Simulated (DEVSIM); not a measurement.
System: abrupt Si p-n junction, at 300 K.

| layer (left to right) | material | thickness (μm) | Nd (cm⁻³) | Na (cm⁻³) | τn (s) | τp (s) |
|---|---|---|---|---|---|---|
| 1 | Si | 0.330 | - | 4.2e15 | 1e-7 | 1e-7 |
| 2 | Si | 180 | 1.3e15 | - | 1e-7 | 1e-7 |

Left contact: ohmic. Right contact: ohmic. Voltage is applied to the left contact. Recombination: SRH at mid-gap, radiative. Mobility is constant in doping.

The device is made up for the run: typed textbook-type constants, with dimensions and the other settings drawn at random. Values at 300 K.

```tsv
parameter	Si
gap (eV)	1.124
affinity (eV)	4.05
permittivity	11.7
Nc (cm⁻³)	2.86e19
Nv (cm⁻³)	3.1e19
μn (cm²/Vs)	1417
μp (cm²/Vs)	470
B (cm³/s)	4.7e-15
```

DEVSIM, 1D drift-diffusion, Boltzmann statistics, complete ionisation; no tunnelling, impact ionisation, image-force lowering or self-heating.

The thickness of layer 1 was swept, all else fixed.

```json
[
 {"thickness of layer 1 (μm)": "0.066", "largest field in the device at zero bias (V/cm)": "15000", "dark forward voltage at 1 A/cm² (V)": "0.503"},
 {"thickness of layer 1 (μm)": "0.12", "largest field in the device at zero bias (V/cm)": "14000", "dark forward voltage at 1 A/cm² (V)": "0.515"},
 {"thickness of layer 1 (μm)": "0.2", "largest field in the device at zero bias (V/cm)": "14000", "dark forward voltage at 1 A/cm² (V)": "0.532"},
 {"thickness of layer 1 (μm)": "0.33", "largest field in the device at zero bias (V/cm)": "13000", "dark forward voltage at 1 A/cm² (V)": "0.548"},
 {"thickness of layer 1 (μm)": "0.56", "largest field in the device at zero bias (V/cm)": "13000", "dark forward voltage at 1 A/cm² (V)": "0.566"},
 {"thickness of layer 1 (μm)": "0.99", "largest field in the device at zero bias (V/cm)": "13000", "dark forward voltage at 1 A/cm² (V)": "0.582"},
 {"thickness of layer 1 (μm)": "1.7", "largest field in the device at zero bias (V/cm)": "13000", "dark forward voltage at 1 A/cm² (V)": "0.594"}
]
```

From the first row to the last the largest field in the device at zero bias goes from 15000 to 13000. From the first row to the last the dark forward voltage at 1 A/cm² goes from 0.503 to 0.594.
